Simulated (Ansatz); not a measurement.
Consider FeS₂ (space group Pnnm, No. 58; a = 4.367 Å, b = 5.333 Å, c = 3.344 Å; non-magnetic).

Calculations: PBEsol, PAW, 420 eV (Ansatz, an electronic-structure program; no SOC), earlier PAW set.

For the base:

* **Volume per atom**: 12.98 Å³

Now apply this change: a hydrostatic pressure of 7.5 GPa.

Q: What happens to the mean gap deformation potential ΔEg/Δln V and volume per atom?

A: The mean gap deformation potential ΔEg/Δln V is -2.4 eV; the volume per atom drops by 0.50 Å³ to 12.48 Å³.

Load acts through the strain it causes; cell and atoms are relaxed under it. Stability against distortions was not tested. Competing high-pressure phases were not computed. Starting moments died away, wholly or in part, for the base; another magnetic solution may exist. The final runs are not spin-polarised.
